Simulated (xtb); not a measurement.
xtb 6.7.1, GFN2-xTB: Co(CO)3(MeCN)(SiMe3) cation, charge +1, multiplicity 2, 26 atoms. The geometry is a generated start, not checked to be a minimum at this level.

```
Item                                                                                                           Result
------------------------  -------------------------------------------------------------------------------------------
method                                                                                                       GFN2-xTB
--acc                                                                                                     1 (default)
--etemp (K)                                                                                             300 (default)
detailed input (--input)  none: ANC optimiser, Lindh (1995) Hessian, microcycle=20, maxdispl=1.0, hlow=0.01 (default)
basis functions                                                                                                    80
valence electrons                                                                                                  79
```

```xyz
26

Co    -1.4706     0.6192     0.5459
O     -1.7873     0.1775     3.3826
C     -1.6315     0.3442     2.2562
O     -3.3823    -1.5755     0.1790
C     -2.7072    -0.6519     0.2745
O     -0.8093     3.4217     1.1195
C     -1.1625     2.3601     0.8560
C     -0.8418     1.1614    -3.7403
C     -1.0281     0.9703    -2.3340
N     -1.1729     0.8109    -1.2018
H      0.1555     0.8300    -4.0324
H     -0.9543     2.2170    -3.9879
H     -1.5863     0.5850    -4.2897
Si     0.6641    -0.4811     0.8247
C      0.5759    -2.3568     0.3662
C      1.5412    -0.4355     2.5406
C      1.9782     0.2689    -0.3836
H      1.5709    -2.7905     0.3914
H     -0.0437    -2.9071     1.0673
H      0.1683    -2.5167    -0.6273
H      0.9549    -0.9407     3.3017
H      1.7120     0.5814     2.8801
H      2.5055    -0.9316     2.4840
H      2.0810     1.3420    -0.2586
H      1.7240     0.0790    -1.4214
H      2.9465    -0.1813    -0.1925
```

Charge 1 and multiplicity 2 are set for this test and not shown to be the ground state. GFN-xTB has no spin term: --uhf 1 sets the occupations alone.

The structure is relaxed from this start with --opt LEVEL for the levels crude, sloppy, loose, lax, normal, tight, vtight, extreme, once each. Up to the end of the extreme run atoms move by at most 0.54 Å along an axis.

Task: What is the loosest level that ends within 1 meV of the extreme run, and how many cycles does it take?

Result: normal: 24 cycles against 68, ending 0.46 meV above.

| level | cycles | energy above the extreme run (meV) | gradient norm (eV/Å) |
|---|---|---|---|
| crude | 7 | 31 | 0.39 |
| sloppy | 12 | 7.0 | 0.17 |
| loose | 15 | 3.1 | 0.19 |
| lax | 17 | 2.0 | 0.11 |
| normal | 24 | 0.46 | 0.035 |
| tight | 32 | 0.13 | 0.013 |
| vtight | 40 | 0.051 | 0.0043 |
| extreme | 68 | — | 0.0024 |
